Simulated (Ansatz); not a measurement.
Consider HfS2 in the CdI2 type structure (space group P-3m1, No. 164; a = 3.606 Å, c = 5.768 Å; layered, stacked along the Cartesian z axis). Axes: x lies along a and z along c of the hexagonal cell.

The values are results of PBE-D3(BJ) (Ansatz, a quantum-chemistry and plane-wave program; PAW; 420 eV plane waves; without spin-orbit coupling), not measurements.

Strains are applied to the cell and any free atomic positions relax.

One change was made to it. Results:

| quantity | base | after |
|---|---|---|
| smallest direct gap | 1.81 eV | 1.78 eV |
| width of the top valence band | 2.10 eV | 2.16 eV |
| largest internal atomic displacement | – | 0.012 Å |
| band gap | 0.85 eV | 0.79 eV |

What was done to the base?
(A) uniaxial strain ε_zz = +3.00 %
(B) uniaxial strain ε_zz = −1.00 %
(C) uniaxial strain ε_zz = −2.50 %
(D) uniaxial strain ε_zz = −3.00 %

B, uniaxial strain ε_zz = −1.00 %. For comparison, the band gap in the other runs: uniaxial strain ε_zz = −2.50 % gives 0.70 eV; uniaxial strain ε_zz = +3.00 % gives 1.00 eV; uniaxial strain ε_zz = −3.00 % gives 0.67 eV.

Spin-orbit coupling, missing from the scalar runs, can matter with Hf. Stability against distortions was not tested.
